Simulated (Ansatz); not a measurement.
An Ansatz (a first-principles code) run: Ru with a change (tensor shear ε_xz = +2.00 %); r2SCAN (Ansatz, PAW, no spin-orbit coupling).

Input:

Ansatz 0.2 input:
```yaml
crystal:
  lattice:
    - [2.7042877512, 0, 0.054085755]
    - [-1.3521438756, 2.3419818916, -0.0270428775]
    - [0.0852581587, 0, 4.2629079353]
  atoms:
    - { symbol: Ru, position: [0.6666666667, 0.3333333333, 0.75] }
    - { symbol: Ru, position: [0.3333333333, 0.6666666667, 0.25] }
basis: { ecutwfc: 500, ecutrho_ratio: 4, xc_grid: 4, fft_grid_basis: typed }
kpoints: { mp_grid: { grid: [24, 24, 14] } }
hamiltonian:
  xc: r2scan
  dispersion: none
  pseudopotentials: { kind: paw }
scf: { occupations: { method: fermi_dirac, width: 0.1 }, convergence: { dr2_threshold: 0.0000000002 } }
relax: { f_tol: 0.005, max_steps: 50 }
output: { forces: true, stress: true }
checkpoint: { write: state.ck, write_every: 1000 }
```

Output (explanatory and most iteration lines left out):

```
Relaxation: its limit of steps is 50 (relax.max_steps)
Pseudopotential: Ru, paw, valence charge 16
Crystal: 2 atoms, lattice volume = 26.988 Å³
Basis set: ecut = 500 eV, 669 PW (Γ), exchange–correlation on 80×80×128 points (64 copies of the dense FFT grid, shifted against one another)
Bands: 20, of which v1, the nominal top of the filled ones, is band 16 counted from 1 (15 counted from 0)
Symmetry: 4 space group operations
Space group: C2/c (ITA 15), of the structure as read, at distance tolerance 3.0e-5 Å
k-points: 2114 of 8064
Functional: x = r2scan, c = r2scan; τ floored in thin density (d = 2e-4 eV/Å³)
SCF iter   1: F=—  HF=-11781.385324 eV  |F-HF|=—  |Δ(HF+E_count)|=         —  Δρ=1.11e-2  dr2=1.03e-2  dr2_τ=1.43e-2  ethr=1.77e-3  ⟨swp⟩=4.9  Hψ=170010  notcnv=0
SCF iter   2: F=—  HF=-11781.406578 eV  |F-HF|=—  |Δ(HF+E_count)|=   2.13e-2  Δρ=6.13e-3  dr2=2.57e-3  dr2_τ=1.96e-4  ethr=3.23e-5  ⟨swp⟩=2.0  Hψ=98450  notcnv=0
SCF 1 converged in 8 iterations: F = -11781.409760 eV  dr2 = 3.88e-11
relax step   1: F+E_penalty+E_count = -11781.40975961 eV  Δ(F+E_penalty+E_count) = +0.000e0 eV  max|allowed force component| = 3.628e-2 eV/Å  Δτ_max = 0.0000 Å  (8 SCF iters, accepted)
Crystal: 2 atoms, lattice volume = 26.988 Å³
SCF iter   1: F=—  HF=-11781.407978 eV  |F-HF|=—  |Δ(HF+E_count)|=         —  Δρ=7.71e-4  dr2=7.99e-5  dr2_τ=3.79e-3  ethr=2.37e-7  ⟨swp⟩=2.1  Hψ=145885  notcnv=0
SCF iter   2: F=—  HF=-11781.409813 eV  |F-HF|=—  |Δ(HF+E_count)|=   1.84e-3  Δρ=4.08e-4  dr2=1.67e-5  dr2_τ=3.93e-6  ethr=2.37e-7  ⟨swp⟩=2.0  Hψ=77594  notcnv=0
SCF 2 converged in 7 iterations: F = -11781.409821 eV  dr2 = 2.32e-12
relax step   2: F+E_penalty+E_count = -11781.40982147 eV  Δ(F+E_penalty+E_count) = -6.185e-5 eV  max|allowed force component| = 2.043e-2 eV/Å  Δτ_max = 0.0039 Å  (7 SCF iters, accepted)
Crystal: 2 atoms, lattice volume = 26.988 Å³
SCF iter   1: F=—  HF=-11781.409613 eV  |F-HF|=—  |Δ(HF+E_count)|=         —  Δρ=2.77e-4  dr2=1.03e-5  dr2_τ=4.88e-4  ethr=3.21e-7  ⟨swp⟩=2.1  Hψ=95508  notcnv=0
SCF iter   2: F=—  HF=-11781.409849 eV  |F-HF|=—  |Δ(HF+E_count)|=   2.36e-4  Δρ=1.47e-4  dr2=2.16e-6  dr2_τ=5.05e-7  ethr=3.21e-8  ⟨swp⟩=2.0  Hψ=93735  notcnv=0
SCF 3 converged in 5 iterations: F = -11781.409850 eV  dr2 = 1.57e-10
relax step   3: F+E_penalty+E_count = -11781.40985038 eV  Δ(F+E_penalty+E_count) = -2.892e-5 eV  max|allowed force component| = 1.184e-4 eV/Å  Δτ_max = 0.0014 Å  (5 SCF iters, accepted)
Crystal: 2 atoms, lattice volume = 26.988 Å³
SCF iter   1: F=—  HF=-11781.409850 eV  |F-HF|=—  |Δ(HF+E_count)|=         —  Δρ=1.15e-6  dr2=1.57e-10  dr2_τ=4.36e-11  ethr=1.00e-12  ⟨swp⟩=2.0  Hψ=209312  notcnv=0
SCF iter   2: F=-11781.409850 eV  HF=-11781.409850 eV  |F-HF|=2.55e-11  |Δ(HF+E_count)|=  4.55e-11  Δρ=5.21e-7  dr2=1.97e-11  dr2_τ=1.13e-11  ethr=1.00e-12  ⟨swp⟩=4.0  Hψ=153228  notcnv=0
SCF 4 converged in 2 iterations: F = -11781.409850 eV  dr2 = 1.97e-11
SCF converged after 2 iterations
Free energy (F): -11781.409850 eV
Internal energy: -11781.355829 eV  (E = F + TS)
E sigma→0 (E₀):  -11781.382839 eV
Entropy (-TS):   -0.054022 eV (-27.011 meV/atom)
Fermi energy:    23.577307 eV
--- Forces (eV/Å), atoms counted from 1 ---
  atom   1  Ru     0.00000000     0.00012300     0.00000000
  atom   2  Ru     0.00000000    -0.00012300     0.00000000
--- Stress (GPa, compression-positive) ---
        0.378051       0.000000      -7.749011
        0.000000       0.263071       0.000000
       -7.749011       0.000000       0.891492
  P = ⅓ Tr σ = 0.5109 GPa (5.109 kbar)
--- Relaxed structure (3 steps of the walk, 3 accepted, 0 SCFs on fresh bases) ---
  atoms:
    - { symbol: Ru, position: [0.6661301244391283, 0.3322602488782569, 0.75] }
    - { symbol: Ru, position: [0.3338698755608714, 0.6677397511217429, 0.24999999999999997] }
```

The cells carry an imposed strain or load. No phonon test of stability was made. All final runs are without spin polarisation. The cell was made from Ru in the hcp (Mg type) structure (space group P6_3/mmc, No. 194) by this change: tensor shear ε_xz = +2.00 %.
